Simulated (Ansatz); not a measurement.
Consider a periodic stack without vacuum, rock-salt TaC (1 1 1) on wurtzite ZnO (0 0 1) (film strained to the substrate, faces as cut): substrate slab Zn6O6, film C4Ta4, surface cells [[-1, -1], [0, -1]] and [[1, 0], [0, 1]], film strained by +3.6 and +3.6 %, faces Zn/O and C/Ta as cut (like faces can put a slab off its formula). Its start:

```
CELL_PARAMETERS angstrom
      3.27949     0.00000     0.00998
      1.63974     2.84012    -0.02207
     -0.59767    -0.98416    27.11354
ATOMIC_POSITIONS crystal
  Zn 0.39686 0.20130 0.03201
  Zn 0.69274 0.65888 0.13214
  O  0.36115 0.31406 0.10993
  O  0.68880 0.70162 0.20683
  Zn 0.35401 0.37926 0.23091
  Zn 0.68785 0.74862 0.32902
  O  0.35578 0.40507 0.30498
  O  0.68687 0.76790 0.40323
  Zn 0.35229 0.44398 0.42616
  Zn 0.67348 0.80808 0.52154
  O  0.34207 0.46760 0.50110
  O  0.65898 0.88987 0.59633
  C  0.56164 0.86067 0.63917
  C  0.89628 0.24472 0.72930
  C  0.22077 0.62464 0.82107
  C  0.54128 0.01244 0.91351
  Ta 0.23655 0.56414 0.68613
  Ta 0.55961 0.93127 0.77453
  Ta 0.88157 0.31557 0.86592
  Ta 0.20013 0.70504 0.95244
```

The start was prepared with a machine-learned potential, and the result is one local minimum, with the in-plane cell held and forces under 0.04 eV/Å; the film can end far from its bulk form.

The numbers are results of PBE (plane waves to 420 eV, PAW; Ansatz, a quantum-chemistry and plane-wave program), not measurements. No spin–orbit coupling; the runs are not spin-polarised; PBE gaps are too small against experiment. Its k-point mesh 11×11×1, Fermi–Dirac width 0.05 eV.

### Question
Predict the relaxed interface.

### Answer
| Quantity | Result |
|---|---|
| interface area | 9.3 Å² |
| period | 27.72 Å |
| gaps between the outermost planes at the two interfaces | 1.16 and 2.14 Å |
| Ta–Zn contacts across the interfaces within 1.22 times the sum of covalent radii | 3, mean 2.86 Å |
| C–O contacts across the interfaces within 1.22 times the sum of covalent radii | 1, mean 1.20 Å |
